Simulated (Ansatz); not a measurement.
## Response to strain in GaSb

Base system: GaSb in the zinc blende structure (space group F-43m, No. 216; a = 6.132 Å). Axes: x, y, z lie along the cube axes.

Strains are applied to the cell and any free atomic positions relax; under biaxial strain the out-of-plane vector relaxes too.

Method: r2SCAN in Ansatz (plane waves to 500 eV, PAW, spin-orbit coupling left out).

```json
[
 {"variant": "base", "electron mass": "0.023 mₑ (at Γ)", "band gap": "0.41 eV", "volume per atom": "28.83 Å³"},
 {"variant": "biaxial strain −2.50 %, plane normal [111], relaxed out of plane", "electron mass": "–", "band gap": "0.53 eV", "volume per atom": "27.72 Å³"},
 {"variant": "biaxial strain −2.08 %, plane normal [111], relaxed out of plane", "electron mass": "0.034 mₑ (at Γ)", "band gap": "0.54 eV", "volume per atom": "27.90 Å³"},
 {"variant": "biaxial strain −1.67 %, plane normal [111], relaxed out of plane", "electron mass": "0.032 mₑ (at Γ)", "band gap": "0.52 eV", "volume per atom": "28.08 Å³"},
 {"variant": "biaxial strain −1.25 %, plane normal [111], relaxed out of plane", "electron mass": "0.030 mₑ (at Γ)", "band gap": "0.50 eV", "volume per atom": "28.27 Å³"},
 {"variant": "biaxial strain −0.83 %, plane normal [111], relaxed out of plane", "electron mass": "___", "band gap": "___", "volume per atom": "___"},
 {"variant": "biaxial strain −0.42 %, plane normal [111], relaxed out of plane", "electron mass": "0.026 mₑ (at Γ)", "band gap": "0.44 eV", "volume per atom": "28.64 Å³"}
]
```

Q: What belongs in the blanks?

A: 
- biaxial strain −0.83 %, plane normal [111], relaxed out of plane, electron mass: 0.028 mₑ (at Γ)
- biaxial strain −0.83 %, plane normal [111], relaxed out of plane, band gap: 0.47 eV
- biaxial strain −0.83 %, plane normal [111], relaxed out of plane, volume per atom: 28.46 Å³

With Sb present, leaving out spin-orbit coupling can change the band edges. Masses are band curvatures over ±0.01 Å⁻¹ around the edge. No phonon test of stability was made.

Ansatz is a first-principles code.
